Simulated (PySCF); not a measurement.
PySCF 2.14.0, BP86/def2-svp, df: W(F)3(OH)3 ([OH][W]([OH])([OH])([F])([F])[F]), 10 atoms. The geometry is a generated start, not checked to be a minimum at this level.

| Property | Result |
|---|---|
| task | energy |
| method | bp86 |
| basis | def2-svp |
| two-electron scheme | density fitting |
| mol.max_memory | 3000 MB |
| mf.max_cycle | 100 |
| mf.init_guess | minao (default) |
| mf.DIIS | CDIIS (default) |
| mf.diis_space | 8 (default) |
| mf.conv_tol | 1e-09 (default) |
| mf.grids.level | 3 (default) |
| effective core potentials | those of the basis set, past Kr |
| basis functions | 131 |
| grid points | 138768 |

```xyz
10

W     -0.0832     0.0537    -0.1365
F      1.2441    -0.4988    -1.3965
F     -1.5027     0.6721     0.9844
F     -1.0859     0.7019    -1.6116
O     -0.9591    -1.5439    -0.3448
H     -1.5659    -2.2354    -0.6267
O      0.6990     1.7104    -0.0362
H      0.9617     2.6271    -0.1666
O      0.8901    -0.5789     1.2929
H      1.4019    -0.9083     2.0416
```

Charge 0 and multiplicity 1 are set for this test and not shown to be the ground state.

One run each on 2 threads, 1 BLAS thread. Values of level_shift (Hartree) tried: 0 (default), 0.1, 0.3, 1.

Task: Which value of level_shift (Hartree) needs the fewest Fock builds, and what happens away from it?

Result: Fewest Fock builds, within one of each other: 0 (default) with 16, 0.1 with 16, 0.3 with 16. The count rises to 41 at 1. All converge to one solution.

```tsv
level_shift (Hartree)	Fock builds	end
0 (default)	16	same solution
0.1	16	same solution
0.3	16	same solution
1	41	same solution
```
